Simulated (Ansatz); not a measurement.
Functionals compared on the (111) surface of germanium in its 1x1 cell, relaxed from an ideal cut (the real face may reconstruct), outermost plane spacing 0.83 Å in the ideal cut, in Ansatz (plane waves, PAW). The structure was relaxed with PBE; the other rows are single points on it, each with its references at the same level. Cutoff 420 eV (500 eV for r2SCAN).

Slab: 8 atoms, 10.8 Å thick at the start; k 7x7x1, smearing 0.025 eV, dipole-corrected; all atoms relaxed; start symmetry kept, larger cells not searched; no spin (no spin-polarised run to compare, though such a face may carry moments), no spin-orbit, no U. The slab shows no gap on its mesh. These notes are the PBE run's.

```
functional  surface energy (J/m²)  work function of the top face (eV)          rough cost of the single point
----------  ---------------------  ----------------------------------  --------------------------------------
PBE                          1.04                                4.61                                       –
LDA                          1.22                                4.85  about 19 core-seconds (a rough figure)
PBEsol                       1.15                                4.67  about 18 core-seconds (a rough figure)
RPBE                   (withheld)                          (withheld)                 roughly 20 core-seconds
r2SCAN                       1.25                                4.81                 roughly 50 core-seconds
```

### Question
Some entries are withheld; supply them.

### Answer

- RPBE, surface energy (J/m²): 0.95
- RPBE, work function of the top face (eV): 4.52

Ansatz is a program for electronic structure.
